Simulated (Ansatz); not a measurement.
Consider Ta2O5 (space group C2, No. 5; a cell from a computed database, its experimental status unchecked).

```xyz
7
Lattice="2.9622 -2.5382 0.0000 2.9622 2.5382 0.0000 -2.6499 0.0000 5.1019" Properties=species:S:1:pos:R:3 pbc="T T T"
Ta     0.3578    -0.2037     1.4910
Ta     2.9168    -0.2037     3.6109
O      0.8132    -1.0382     3.3239
O      2.4613    -1.0382     1.7781
O     -1.4878    -0.3282     4.8789
O      4.7623    -0.3282     0.2230
O      1.6373     1.1553     2.5510
```

Levels (all Ansatz, a program for electronic structure, PAW): PBEsol (420 eV, no SOC); HSE06 (420 eV, without spin-orbit coupling).

Its gap is 2.40 eV with PBEsol and 3.83 eV with HSE06.

Now apply this change: a hydrostatic pressure of 5 GPa.

With PBEsol the gap becomes 2.24 eV.

Problem. If the HSE06 correction stayed the same, what would the HSE06 gap be, and what does the HSE06 run give?

Solution. A rigid correction of +1.43 eV gives 3.67 eV. The HSE06 run gives 3.63 eV, so the correction itself changes by -0.04 eV.

Single points use the geometry relaxed with PBEsol. The hybrid gap comes from the SCF mesh plus the semilocal run's edge points and a few special points and is an upper bound. With Ta present, leaving out spin-orbit coupling can change the band edges. Load acts through the strain it causes; cell and atoms are relaxed under it. No phonon test of stability was made. No other phases were tried under pressure.
